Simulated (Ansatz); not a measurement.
L1₀ (CuAu-type) FePt: LDA at its full settings (plane-wave cutoff 520 eV, 20×20×16 k mesh (along the axes of the cell as run), Fermi–Dirac smearing 0.05 eV, spin-polarised with parallel moments, scalar-relativistic PAW data made under PBE) and at cheaper ones, in a cell of 2 atoms with Γ-centred meshes.

| level and setting | equilibrium lattice constant a (Å) | c axis length (Å) | bulk modulus B0 (GPa) |
|---|---|---|---|
| LDA (Ansatz) | 2.661 | 3.679 | 253 |
| LDA (Γ point alone) (Ansatz) | 2.890 | 3.161 | 254 |
| LDA (2×2×2 k mesh) (Ansatz) | 2.630 | 3.938 | 250 |
| LDA (4×4×4 k mesh) (Ansatz) | 2.622 | 3.797 | 267 |

Largest shifts from the full settings: lattice constant a +8.61 % (LDA (Γ point alone)), against a difference of -2.42 % of the full result from the reference 2.727 Å (measured, room temperature, not corrected to a static lattice, P4/mmm two-atom cell, a_fct/√2; as tabulated in Sawada et al. (2023), arXiv:2212.12065); lattice parameter c -14.1 % (LDA (Γ point alone)), against a difference of -1.26 % of the full result from the reference 3.726 Å (measured, room temperature, no zero-point or thermal correction, 0.1 GPa; as tabulated in Sawada et al. (2023), arXiv:2212.12065); bulk modulus +5.5 % (LDA (4×4×4 k mesh)), against a difference of +22 % of the full result from the reference 208 GPa (measured, room temperature, not corrected to a static lattice; as tabulated in First-principles calculations on Fe-Pt nanoclusters of various morphologies).

The full settings aren't shown to be converged themselves.

Ansatz's density-functional and Hartree–Fock values are scalar-relativistic unless marked +SOC, with PAW data made under PBE.

Run with cheap settings on purpose, which may leave them unconverged: LDA (2×2×2 k mesh), LDA (4×4×4 k mesh), LDA (Γ point alone).

Ansatz is an electronic-structure program.
